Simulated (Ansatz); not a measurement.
The starting structures come from a database of crystals and need not be the phases stable at ambient conditions.

# Evanescent states of B₆As (R-3m, not sure to be the ambient phase, 14 atoms a cell, 9.2 Å³ an atom) along the normal of (001)

Method: r2SCAN (plane waves, PAW; Ansatz, an electronic-structure program).

The gap is the functional's own. No spin-orbit coupling. Mid-gap values are interpolated on the energy grid.

Energies count from the valence-band top; κ is the least over a 6×6 mesh across the current.

| E (eV) | κ (1/Å) | where |
|---|---|---|
| 0.07 | 0.087 | Γ |
| 0.21 | 0.148 | Γ |
| 0.35 | 0.187 | Γ |
| 0.49 | 0.213 | Γ |
| 0.63 | 0.231 | Γ |
| 0.77 | 0.242 | Γ |
| 0.91 | 0.247 | Γ |
| 1.05 | 0.250 | Γ |
| 1.19 | 0.250 | off Γ |
| 1.33 | 0.243 | off Γ |
| 1.47 | 0.236 | off Γ |
| 1.61 | 0.228 | off Γ |
| 1.75 | 0.219 | off Γ |
| 1.89 | 0.208 | off Γ |
| 2.03 | 0.196 | off Γ |
| 2.17 | 0.182 | off Γ |
| 2.31 | 0.165 | off Γ |
| 2.45 | 0.146 | off Γ |
| 2.59 | 0.121 | off Γ |
| 2.73 | 0.088 | off Γ |
| 2.87 | 0.020 | off Γ |

**Question.** How thick must the barrier be to attenuate the transmission by 10^4 when the electrodes' Fermi level lies at 0.91 eV, and what attenuation does that film give at 2.45 eV?

**Answer.** d = 4 ln 10 / (2 × 0.247) = 18.6 Å. At 2.45 eV it gives 4 × 0.146/0.247 = 2.4 decades.
